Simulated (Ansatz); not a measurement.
Pt: biaxial strain −3.03 %, plane normal [001], relaxed out of plane

Base system: Pt in the hcp (Mg type) structure (space group P6_3/mmc, No. 194; a = 2.7332 Å, c = 4.6835 Å; a cell from a computed database, its experimental status unchecked; relaxed with 0.1 eV smearing). Axes: x lies along a and z along c of the hexagonal cell.

One thing is altered: compressive biaxial strain of 3.03 % in the plane normal to [001], as in epitaxy on a mismatched substrate; the out-of-plane cell vector and the atoms relax.

All numbers come from Ansatz (a program for electronic structure), PBEsol, PAW, cutoff 420 eV, spin-orbit coupling left out. Settings: 24×24×12 k-points, 0.1 eV Fermi–Dirac smearing.

```tsv
quantity	base	changed	shift
volume per atom	15.15 Å³	14.68 Å³	-0.47 Å³
space group	P6_3/mmc (No. 194)	P6_3/mmc (No. 194)	–
shortest interatomic distance	2.733 Å	2.650 Å	-0.083 Å
pressure (mean of the normal stresses, compression positive)	0.0 GPa	12.4 GPa	+12.4 GPa
band gap	zero	zero	–
out-of-plane strain	–	+3.05 %	–
ratio −ε⊥/ε∥	–	1.01	–
mean in-plane stress (compression positive)	–	+18.7 GPa	–
```

Stability against distortions was not tested. All final runs are without spin polarisation. Pt has a high density of states at the Fermi level and may be magnetic at this level. This is not the structure that Pt has at room temperature and ambient pressure.
